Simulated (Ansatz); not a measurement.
End structure of the (100) surface of rock-salt TiN, Mg on all Ti sites of the second plane (bottom of the slab: a bare face, its two planes held):

```xyz
12
Lattice="3.0030 0.0000 0.0000 0.0000 3.0030 0.0000 0.0000 0.0000 26.5000" Properties=species:S:1:pos:R:3 pbc="T T T"
N      0.0000     0.0000     8.0554
Ti     1.5015     1.5015     8.0554
N      1.5015     1.5015    10.1788
Ti     0.0000     0.0000    10.1788
N      0.0000     0.0000    12.3155
Ti     1.5015     1.5015    12.3198
N      1.5015     1.5015    14.4083
Ti     0.0000     0.0000    14.4626
N      0.0000     0.0000    16.6152
Mg     1.5015     1.5015    16.5624
N      1.5015     1.5015    18.7692
Ti     0.0000     0.0000    18.5386
```

Set-up: 12 atoms, 10.4 Å thick at the start with caps and adatoms (thin: gaps and levels are the slab's own); mesh 12x12x1; 0.1 eV smearing; dipole correction on; single point; on the structure that PBE left under its start's symmetry; no spin, no spin-orbit, no U. In PBE it lies 0.08 eV a 1x1 cell over the lowest computed structure of the same composition (Mg on all Ti sites of the top plane).

Give the work function of the top face at the level r2SCAN, at the PBE geometry (Ansatz, a first-principles code).

3.54 eV
